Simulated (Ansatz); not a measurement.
# ZrCu5, pressure series

Base system: ZrCu$_{5}$ (space group F-43m, No. 216).

```xyz
6
Lattice="0.0000 3.3943 3.3943 3.3943 0.0000 3.3943 3.3943 3.3943 0.0000" Properties=species:S:1:pos:R:3 pbc="T T T"
Zr     0.0000     0.0000     0.0000
Cu     1.6972     1.6972     1.6972
Cu     4.2376     4.2376     4.2376
Cu     2.5511     2.5511     4.2376
Cu     2.5511     4.2376     2.5511
Cu     4.2376     2.5511     2.5511
```

Cell and atoms are relaxed at each pressure.

Level of theory: PBEsol/PAW in Ansatz (a first-principles code), no spin-orbit coupling.

Two rows of this table had their results exchanged by mistake.

```json
[
 {"pressure": "pressure 0.3 GPa", "volume per atom (Å³)": "12.80", "shortest distance (Å)": "2.371", "band gap": "zero"},
 {"pressure": "pressure 0.7 GPa", "volume per atom (Å³)": "12.98", "shortest distance (Å)": "2.382", "band gap": "zero"},
 {"pressure": "pressure 1.5 GPa", "volume per atom (Å³)": "12.92", "shortest distance (Å)": "2.378", "band gap": "zero"},
 {"pressure": "pressure 3 GPa", "volume per atom (Å³)": "13.01", "shortest distance (Å)": "2.384", "band gap": "zero"},
 {"pressure": "pressure 5 GPa", "volume per atom (Å³)": "12.66", "shortest distance (Å)": "2.362", "band gap": "zero"},
 {"pressure": "pressure 7.5 GPa", "volume per atom (Å³)": "12.49", "shortest distance (Å)": "2.352", "band gap": "zero"},
 {"pressure": "pressure 10 GPa", "volume per atom (Å³)": "12.34", "shortest distance (Å)": "2.342", "band gap": "zero"}
]
```

**Question.** Which two?

**Answer.** The rows for pressure 0.3 GPa and pressure 3 GPa: the volume has to fall steadily with pressure, so 13.01 Å³ belongs to pressure 0.3 GPa and 12.80 Å³ to pressure 3 GPa.

Load acts through the strain it causes; cell and atoms are relaxed under it. Stability against distortions was not tested. No other phases were tried under pressure. All final runs are without spin polarisation.
